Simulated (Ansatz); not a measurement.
The starting structures come from a database of crystals and need not be the phases stable at ambient conditions.

Where the default PAW files enter, the runs use the earlier of Ansatz's two default sets.

Inside the gap of an insulator the Bloch states are evanescent, with a wavenumber k + iκ along the transport direction.

Consider the following.

```
BeS
1.0
    3.37495     0.00000     0.00000
    0.00000     3.37495     0.00000
    1.68747     1.68747     2.43515
Be S
1 1
Direct
  0.00000   0.00000   0.00000
  0.25000   0.75000   0.50000
```

Space group of this cell: I-4m2. The cell is strained (lengths across the current scaled by 0.98, ions clamped); by r2SCAN its mean pressure is 4.1 GPa.

Transport runs along the normal of the first two printed cell vectors, the (001) (indices of the unstrained crystal) plane of the conventional cell.

The gap is the functional's own, uncorrected, and κ follows it; spin-orbit coupling is left out. Mid-gap means the computed energy nearest the middle.

Task: Predict the band gap and the smallest decay constant κ at mid-gap from Ansatz (an electronic-structure program) with r2SCAN.

Result: Gap 3.40 eV on a 12×12×12 mesh; κ = 0.319 1/Å, at (0.500, 0.500) of the in-plane reciprocal vectors. At the zone centre the slowest state has κ = 0.34 1/Å.
